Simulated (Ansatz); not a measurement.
Base system: FePt (space group P4/mmm, No. 123; ferromagnetic; relaxed with 0.1 eV smearing).

```
CELL_PARAMETERS angstrom
      2.73479     0.00000     0.00000
      0.00000     2.73479     0.00000
      0.00000     0.00000     3.72218
ATOMIC_POSITIONS crystal
  Fe 0.50000 0.50000 0.50000
  Pt 0.00000 0.00000 0.00000
```

Cartesian axes are those of the cell as printed.

Level of theory: r2SCAN/PAW in Ansatz (a quantum-chemistry and plane-wave program), no SOC.

The change: a pure shear with ε_yz = ε_zy = 0.0297, atoms relaxed at fixed cell.

### Question
Predict the stress tensor and what it implies for the stiffness.

### Answer
Stress of the strained cell less that of the base (GPa, compression positive):
```
    1.1     0.0     0.0
    0.0     0.6    -6.2
    0.0    -6.2     1.2
```

Then −Δσ/γ with γ = 2ε = 0.0594 gives secant stiffness values (nonlinear terms included at this strain): C44 ≈ 104 GPa.

As a check, the harmonic strain energy −½ V₀ Δσ:ε is 16 meV/atom; the computed energy rise is 16 meV/atom.

The magnetic state is the one reached from the starting moments; the real material's order can differ, and small cells can't hold many antiferromagnetic ones. No phonon test of stability was made.
